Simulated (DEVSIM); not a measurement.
System: Ni/TiO2/n-InP capacitor, at 300 K.

```csv
layer (left to right),material,thickness (nm),Nd (cm⁻³)
1,TiO2,2.40,-
2,InP,8500,5.4e15
```

Metal gate on the left, work function 5.1 eV. Fixed charge at the semiconductor interface 0 cm⁻² (in units of +e); no interface traps.

This is a model device: material constants are rounded textbook-type values typed into the input, and sizes, dopings and lifetimes were drawn at random. Values at 300 K.

| parameter | TiO2 | InP |
|---|---|---|
| gap (eV) | 3.2 | 1.344 |
| affinity (eV) | 3.9 | 4.38 |
| permittivity | 60 | 12.5 |
| Nc (cm⁻³) | - | 5.7e17 |
| Nv (cm⁻³) | - | 1.1e19 |

DEVSIM, 1D Poisson equation in equilibrium, Boltzmann statistics, complete ionisation; no quantum confinement or tunnelling. Metal contacts follow the ideal Schottky-Mott rule: no Fermi-level pinning, no interface dipoles.

Question: Tabulate band edges, carrier densities and field at -0.1 V on the gate.

Answer: Energies count from the Fermi level of the right contact; mesh points crowd at the junctions.

```
x (μm)     Ec (eV)  Ev (eV)  n (cm⁻³)  p (cm⁻³)  field (V/cm)
---------  -------  -------  --------  --------  ------------
0.000        1.300   -1.900     < 1e2     < 1e2         -6800
0.0009600    1.299   -1.901     < 1e2     < 1e2         -6800
0.001880     1.299   -1.901     < 1e2     < 1e2         -6800
0.002924     0.817   -0.527     11000    1.5e10        -32000
0.006223     0.806   -0.538     16000    1.0e10        -32000
0.01248      0.786   -0.558     36000     4.7e9        -32000
0.02575      0.745   -0.599    180000     9.4e8        -31000
0.07374      0.607   -0.737     3.6e7   4600000        -27000
0.1648       0.395   -0.949    1.3e11      1300        -20000
0.3578       0.158   -1.186    1.3e15     < 1e2         -5300
0.8055       0.120   -1.224    5.4e15     < 1e2           ≈ 0
2.380        0.120   -1.224    5.4e15     < 1e2           ≈ 0
5.035        0.120   -1.224    5.4e15     < 1e2           ≈ 0
6.913        0.120   -1.224    5.4e15     < 1e2           ≈ 0
7.966        0.120   -1.224    5.4e15     < 1e2           ≈ 0
8.265        0.120   -1.224    5.4e15     < 1e2           ≈ 0
8.394        0.120   -1.224    5.4e15     < 1e2           ≈ 0
8.455        0.120   -1.224    5.4e15     < 1e2           ≈ 0
8.487        0.120   -1.224    5.4e15     < 1e2           ≈ 0
8.496        0.120   -1.224    5.4e15     < 1e2           ≈ 0
8.500        0.120   -1.224    5.4e15     < 1e2           ≈ 0
8.502        0.120   -1.224    5.4e15     < 1e2           ≈ 0
```
